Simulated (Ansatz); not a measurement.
Consider MgTe in the wurtzite structure (space group P6_3mc, No. 186; a = 4.6089 Å, c = 7.5001 Å). Axes: x lies along a and z along c of the hexagonal cell.

All numbers come from PBE (Ansatz, a program for electronic structure, PAW, no spin-orbit coupling).

Strains are applied to the cell and any free atomic positions relax.

One change was made to it. Results:

```tsv
quantity	base	after
energy relative to the base (free energy F)	0 meV/atom	+1.9 meV/atom
pressure (mean of the normal stresses, compression positive)	-0.1 kbar	-5.9 kbar
```

Q: Which of these changes matches the shifts?
(A) uniaxial strain ε_zz = +1.80 %
(B) uniaxial strain ε_zz = +2.40 %
(C) uniaxial strain ε_zz = +0.60 %

A: A, uniaxial strain ε_zz = +1.80 %. For comparison, the energy relative to the base in the other runs: uniaxial strain ε_zz = +2.40 % gives +3.4 meV/atom; uniaxial strain ε_zz = +0.60 % gives +0.2 meV/atom.

Whether these cells are dynamically stable was not tested.
